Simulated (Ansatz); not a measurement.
Start from ZnSe in the zinc blende structure (space group F-43m, No. 216).

```cif
data_SeZn
_chemical_formula_sum 'Zn1 Se1'
_space_group_name_H-M_alt 'P 1'
_space_group_IT_number 1
_cell_length_a 3.93682
_cell_length_b 3.93682
_cell_length_c 3.93682
_cell_angle_alpha 60.000
_cell_angle_beta 60.000
_cell_angle_gamma 60.000
loop_
_space_group_symop_operation_xyz
  'x, y, z'
loop_
_atom_site_label
_atom_site_type_symbol
_atom_site_fract_x
_atom_site_fract_y
_atom_site_fract_z
_atom_site_occupancy
Zn1 Zn 0.00000 0.00000 0.00000 1
Se1 Se 0.25000 0.25000 0.25000 1
```

The values are results of LDA (Ansatz, a program for electronic structure, PAW, spin-orbit coupling left out), not measurements.

Base values:

```
Item                    Result
-------------  ---------------
Electron mass  0.090 mₑ (at Γ)
```

Now apply this change: an isotropic linear strain of −2.00 %, atoms relaxed at fixed cell.

Problem. Estimate the effect on the electron mass.

Solution. The electron mass becomes 0.10 mₑ (at Γ) (base: 0.090 mₑ (at Γ)).

Problem. What does the calculation give for the mean gap deformation potential ΔEg/Δln V after the change?

Solution. The mean gap deformation potential ΔEg/Δln V comes out as -4.3 eV.

Effective masses come from finite differences of ±0.01 Å⁻¹. Whether these cells are dynamically stable was not tested.
